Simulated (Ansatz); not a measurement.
Quick settings and what they miss: Cs2TlAgBr6 (Fm-3m, 10 atoms in the cell)

Self-consistent single point.

```xyz
10
Lattice="0.0000 5.5541 5.5541 5.5541 0.0000 5.5541 5.5541 5.5541 0.0000" Properties=species:S:1:pos:R:3 pbc="T T T"
Cs     8.3312     8.3312     8.3312
Cs     2.7771     2.7771     2.7771
Tl     0.0000     0.0000     0.0000
Ag     5.5541     5.5541     5.5541
Br     2.7933     5.5541     5.5541
Br     8.3150     5.5541     5.5541
Br     5.5541     2.7933     5.5541
Br     5.5541     8.3150     5.5541
Br     5.5541     5.5541     2.7933
Br     5.5541     5.5541     8.3150
```

Level of theory: PBEsol, default PAW files made with PBE (plane waves; Ansatz, an electronic-structure program).

Base settings: basis.ecutwfc = 420 eV; kpoints.mp_grid.grid = 4 4 4; hamiltonian.xc = pbesol; hamiltonian.pseudopotentials = {kind: paw} (the program's default PAW files); scf.occupations.method = cold; scf.occupations.width = 0.1 eV.

Tight run (finer mesh or higher cutoff; not a proven limit): basis.ecutwfc: 420 eV → 590 eV; kpoints.mp_grid.grid: 4 4 4 → 6 6 6; scf.convergence.dr2_threshold: default (1e-07 eV) → 1e-09 eV. It gave Fermi level (on the code's own zero) 3.84 eV; pressure -0.66 GPa; largest force (vector length) 0.145 eV/Å.

Quick runs, as changes from the base:
- A: the base itself
- B: basis.ecutwfc: 420 eV → 250 eV; kpoints.mp_grid.grid: 4 4 4 → 3 3 3; scf.occupations.method: cold → methfessel_paxton; scf.occupations.width: 0.1 eV → 0.2 eV
- C: basis.ecutwfc: 420 eV → 250 eV; kpoints.mp_grid.grid: 4 4 4 → 1 1 1

Energies are extrapolated to zero smearing width, which holds to low order in the width alone.

The count of work is k-points × plane waves × bands × iterations; it is no time. 

Pressures in the table are Ansatz's without its Pulay estimate, at a fixed set of plane waves; the tight run's value above holds the estimate.

The starting cell comes from a database of computed structures (which also holds hypothetical and non-ambient phases and stackings), without a prior relaxation at this level. Its lattice was rescaled by a random factor within 2.5 % of one. The run gives no clean gap (levels at the Fermi energy touch, overlap or are partly filled at this smearing), which alone does not show that the compound is a metal.

| run | energy less tight (meV/atom) | pressure less tight (GPa) | largest miss in a force vector (eV/Å) | count of work / tight |
|---|---|---|---|---|
| A | 2.3 | 0.00 | 0.061 | 0.30 |
| B | 326.4 | -10.06 | 0.109 | 0.062 |
| C | 778.3 | -4.19 | 0.832 | 0.023 |

Among the runs at the tight run's level, the energy misses run from 2.3 to 778.3 meV/atom.

Left out of this page: 2 runs of the series unsound by tests on forces, stress, charge or solver warnings; 1 run of the series outside the window shown, repeating another row's setting, or not comparable.

Keys are those of Ansatz 0.2.
